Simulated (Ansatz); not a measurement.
## Lattice parameter c of PtS2 (model structure, started from the 2H-MoS2 type, P6₃/mmc, No. 194, 6 atoms in the cell) at several levels of theory

No measured value is used here.

| level (code) | value (Å) |
|---|---|
| PBE (Ansatz) | [?] |
| PBEsol (Ansatz) | 10.401 |
| PBE-D3(BJ) (Ansatz) | 10.368 |

Question: Complete the blanks.

Answer: 
- PBE (Ansatz, a first-principles code), value (Å): 11.083

Density-functional levels without +SOC have no spin–orbit coupling. Ansatz's density-functional and Hartree–Fock values are scalar-relativistic unless marked +SOC, with PAW data made under PBE.

A model structure was made by putting elements into a prototype or built by hand; it is no filed structure, need not be a known phase, and can be a saddle point held by its symmetry.
